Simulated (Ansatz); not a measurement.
The starting structures come from a database of crystals and need not be the phases stable at ambient conditions.

By PBEsol, the system below comes out a metal.

A figure of merit of an interconnect metal is its ballistic conductance per area.

Data:

```
TaSi2
1.0
    4.76863     0.00000     0.00000
   -2.38431     4.12975     0.00000
    0.00000     0.00000     6.52141
Ta Si
3 6
Cartesian
  1.19216   2.06488   1.08690
 -1.19216   2.06488   3.26071
  2.38432   0.00000   5.43451
  1.13456   0.65504   3.26071
  0.00000   1.31008   5.43451
  3.63407   0.65504   1.08690
  1.24975   3.47471   3.26071
  2.38432   2.81967   5.43451
 -1.24975   3.47471   1.08690
```

The cell is taken as given; by PBEsol it stands under a pressure of 0.6 GPa.

The current flows along the normal of the first two printed cell vectors, the (001) plane of the conventional cell. No spin-orbit coupling; the value is a mean over 0.1 eV about the Fermi level.

### Question
Give the ballistic conductance per area that PBEsol in Ansatz (a first-principles code) yields.

### Answer
0.35 × 10¹⁵ S/m² for both spins.
